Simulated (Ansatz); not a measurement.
Consider BN in the zinc blende structure (space group F-43m, No. 216).

```
CELL_PARAMETERS angstrom
      0.00000     1.80486     1.80486
      1.80486     0.00000     1.80486
      1.80486     1.80486     0.00000
ATOMIC_POSITIONS crystal
  B  0.00000 0.00000 0.00000
  N  0.25000 0.25000 0.25000
```

Cartesian axes are those of the cell as printed.

Computed with r2SCAN (Ansatz, a quantum-chemistry and plane-wave program, PAW, scalar-relativistic without spin-orbit coupling).

Strains are applied to the cell and any free atomic positions relax; under biaxial strain the out-of-plane vector relaxes too.

One change was made to it. Results:

```tsv
quantity	base	after
volume per atom	5.88 Å³	6.06 Å³
band gap	5.00 eV	4.91 eV
valence-band top at Γ (three highest levels, from the VBM)	0.00, 0.00, 0.00 eV	0.00, -0.06, -0.06 eV
```

Question: Which change produced these results?
A. biaxial strain +0.83 %, plane normal [111], relaxed out of plane
B. biaxial strain +1.67 %, plane normal [111], relaxed out of plane
C. biaxial strain +0.42 %, plane normal [111], relaxed out of plane

Answer: B, biaxial strain +1.67 %, plane normal [111], relaxed out of plane. For comparison, the band gap in the other runs: biaxial strain +0.42 %, plane normal [111], relaxed out of plane gives 4.98 eV; biaxial strain +0.83 %, plane normal [111], relaxed out of plane gives 4.96 eV.

No phonon test of stability was made.
